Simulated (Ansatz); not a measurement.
Consider these faces of Bi2Se3, relaxed from ideal cuts in 1x1 cells: (0001), (10-11), (11-20).

All values below come from PBE with D3(BJ) dispersion (plane waves to 420 eV, PAW; Ansatz, a first-principles code).

Order them by surface energy (lowest first) at the level PBE with D3(BJ) dispersion.

(0001) (0.21 J/m²), (11-20) (0.69 J/m²), (10-11) (0.74 J/m²)
